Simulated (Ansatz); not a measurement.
The parent structure is AgRhS₂O₈ (space group C2/m, No. 12; a cell from a computed database, its experimental status unchecked).

```
AgRhS2O8
1.0
    3.98646    -2.58055     0.00000
    3.98646     2.58055     0.00000
   -0.12186     0.00000     7.25335
Ag Rh S O
1 1 2 8
Direct
  0.00000   0.00000   0.50000
  0.00000   0.00000   0.00000
  0.35813   0.35813   0.21250
  0.64187   0.64187   0.78750
  0.27527   0.27527   0.38904
  0.72473   0.72473   0.61096
  0.23392   0.70875   0.20529
  0.76608   0.29125   0.79471
  0.29125   0.76608   0.79471
  0.70875   0.23392   0.20529
  0.24983   0.24983   0.04360
  0.75017   0.75017   0.95640
```

Cartesian axes are those of the cell as printed.

All numbers come from Ansatz (a first-principles code) PBEsol, no spin-orbit coupling, earlier PAW set.

Modification: uniaxial strain ε_yy = −1.07 %, all other strain components held at zero; the atoms relax in the strained cell.

### Question
Predict the stress tensor and what it implies for the stiffness.

### Answer
Stress of the strained cell less that of the base (GPa, compression positive):
```
   0.46    0.00   -0.25
   0.00    1.93    0.00
  -0.25    0.00    0.64
```

Then −Δσ_ii/ε with ε = -0.0107 gives relaxed-ion elastic constants: C22 ≈ 180 GPa, C12 ≈ 43 GPa and C23 ≈ 60 GPa.

Whether these cells are dynamically stable was not tested.
